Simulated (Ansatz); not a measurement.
Cell and atoms of amorphous In24O37Be:

```xyz
62
Lattice="9.5076 -0.1029 0.1069 -0.1029 9.6811 -0.0295 0.1069 -0.0295 9.2877" Properties=species:S:1:pos:R:3 pbc="T T T"
In     2.4292     1.1763     5.4340
In     8.6066     4.7104     1.9818
In     4.9158     2.3345     3.3114
In     8.1570     1.7130     5.0752
In     4.9082     5.9683     2.7163
In     6.7975     0.3357     7.7663
In     0.6500     4.7998     5.2723
In     8.8306     8.3409     4.8436
In     0.4853     0.4138     8.6111
In     1.0311     0.2230     2.6042
In     7.5956     1.3057     1.6265
In     5.0714     6.6602     8.1336
In     8.7447     6.5250     7.9630
In     4.5693     3.2727     6.3476
In     1.6605     6.9533     1.1967
In     3.7241     0.4694     9.2646
In     2.2298     7.8854     6.8409
In     5.1297     3.3280     0.2859
In     2.2536     4.3330     8.2260
In     6.8033     5.4681     5.3014
In     8.0102     3.4821     7.8672
In     2.0109     3.2370     1.9959
In     5.1006     8.7892     5.0074
In     7.1923     7.7512     1.7591
O      1.8297     9.0991     0.7665
O      2.3892     3.2576     6.1998
O      2.3589     0.3676     7.4725
O      2.7700     6.6801     8.4802
O      7.1513     5.7918     3.0945
O      8.6801     1.5019     7.4814
O      2.6798     1.6299     3.1977
O      2.9432     2.5506     0.0692
O      5.5283     8.0406     3.1376
O      5.6911     6.5572     0.7808
O      8.9150     6.6522     0.8594
O      4.3730     4.5682     8.0426
O      0.4302     3.9672     3.3303
O      0.4479     0.7370     4.7331
O      4.2292     3.9910     2.0976
O      7.4188     3.4133     0.7023
O      2.9567     6.6163     2.8068
O      5.2894     1.3578     1.2790
O      7.0074     5.4229     7.6638
O      0.3379     4.8033     7.4962
O      5.9946     2.3590     7.7218
O      7.0726     9.5194     5.6746
O      0.9216     7.9153     3.3561
O      4.9109     8.9422     8.0701
O      7.6509     9.3648     0.1563
O      4.6153     1.3665     5.2224
O      5.1956     4.2532     4.6444
O      1.2511     4.8126     0.8545
O      8.2271     9.2529     2.8799
O      5.3767     6.9598     6.0538
O      7.0331     2.2186     3.3978
O      2.0076     6.3582     5.3664
O      8.1523     3.6836     5.7020
O      8.6365     6.4395     5.5954
O      2.9563     8.6973     4.9701
O      0.1459     8.3721     7.2504
O      0.2642     1.6806     1.1736
Be     2.2553     7.3170     4.0736
```

The numbers are results of PBE, scalar-relativistic without spin-orbit coupling (plane waves to 420 eV, PAW; Ansatz, a quantum-chemistry and plane-wave program), not measurements.

It comes from a melt-quench run on a machine-learned potential (CHGNet), relaxed afterwards by DFT. O atoms were pushed apart under 1.9 Å during the dynamics, to hinder bonds among them. The hot cell started wider than the set density and was brought back towards it in steps. It is the lowest in DFT energy of 2 quenches. It is a model cell: composition and starting density were chosen by hand, and all elements were melted together. No dispersion term was used. Its density started from a set value of 6.42 and ended at 6.52 g/cm³. Cooling (nominally 280 K/ps over its main leg) ran many orders faster than in experiment, which tends to leave more defects and strain. One small periodic cell is one sample of the glass; other quenches scatter about these values. Volume and shape were free in the relaxation.

Neighbours within In-In 3.12 Å, In-O 2.74 Å, In-Be 2.62 Å, O-O 1.58 Å, O-Be 1.94 Å, Be-Be 2.11 Å count as bonded. Two cations that share two anions don't count as bonded, nor two that share one unless they lie closer than In-In 3.04 Å, In-Be 2.55 Å, Be-Be 2.05 Å.

### Question
Give the coordination numbers, mean bond lengths and angles.

### Answer

- Mean coordination of In by anions = 5.67 (8 with 5, 16 with 6)
- Mean coordination of O = 3.78 (8 with 3, 29 with 4)
- Mean coordination of Be by anions = 4.00 (1 with 4)
- Mean In-O bond = 2.220 Å (spread 0.108 Å, 136 counted)
- Mean O-Be bond = 1.664 Å (spread 0.073 Å, 4 counted)
- Bond angle at In = mean 104.5°, spread 28.9°
- Bond angle at O = mean 109.9°, spread 16.7°
- Bond angle at Be = mean 109.6°, spread 9.8°

### Question
List the pairs of like atoms that count as bonded by the rules above.

### Answer
There are none by these rules.
